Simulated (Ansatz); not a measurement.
Where the default PAW files enter, the runs use the earlier of Ansatz's two default sets.

Consider the following.

```
N4Si3
1.0
    2.90520     0.00000     0.00000
    0.00000    13.17145     0.00000
    0.00000     6.58572     3.80227
Si N
6 8
Direct
  0.25000   0.76892   0.05603
  0.75000   0.23108   0.94397
  0.75000   0.59387   0.63721
  0.25000   0.40613   0.36279
  0.25000   0.82495   0.58118
  0.75000   0.17505   0.41882
  0.25000   0.66667   0.00000
  0.75000   0.33333   0.00000
  0.25000   0.03081   0.63904
  0.75000   0.96919   0.36096
  0.75000   0.70066   0.26853
  0.25000   0.29934   0.73147
  0.25000   0.66985   0.62949
  0.75000   0.33015   0.37051
```

Space group of this cell: P6_3/m. The cell is taken as given.

These are r2SCAN (plane waves, PAW; Ansatz, an electronic-structure program) values and carry that method's errors.

The current runs along the normal of the first two printed vectors; no spin-orbit coupling. Scaled by the factor s: both lengths across the current (ions clamped). The meshes follow the cell: 10×6×8 and 10×4 across at s = 0.98, 10×8×8 and 10×4 across at s = 1.00, 10×6×8 and 10×4 across at s = 1.02.

```csv
s,mean pressure (GPa),band gap (eV)
0.98,11.8,5.34
1.00,0.1,5.00
1.02,-9.6,?
```

**Question.** Take the slope of the band gap against ln s from the two given rows, extrapolate to s = 1.02, and say what the run there gives.

**Answer.** Slope = (5.34 − 5.00) / ln 0.98 = -16.8 eV. The line gives 5.00 + (-16.8) × ln 1.02 = 4.67 eV. The run gives 4.67 eV, as the line does.
